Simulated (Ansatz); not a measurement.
NiSe2 (Pnnm, No. 58; cell taken from a computed entry) was calculated with r²SCAN in Ansatz (PAW).

Run with plane-wave cutoff 560 eV, 12×10×16 k mesh (along the axes of the cell as run), Fermi–Dirac smearing 0.05 eV, no spin polarisation, scalar-relativistic PAW data made under PBE.

Computed at the level's own relaxed cell.

Problem. Give the computed bulk modulus B0.

Solution. 
* **bulk modulus B0**: 97.1 GPa

Note: the run has no spin polarisation, so it can have missed a magnetic state; the bulk modulus is −V dP/dV from two relaxed cells at ±2 % in volume; the relaxation could not lower the start's symmetry, so the cell can be a saddle point above a distorted one.

Static lattice: no zero-point or thermal effects.

Cost on a shared machine: very roughly 40 core-minutes.

Ansatz is a first-principles code.
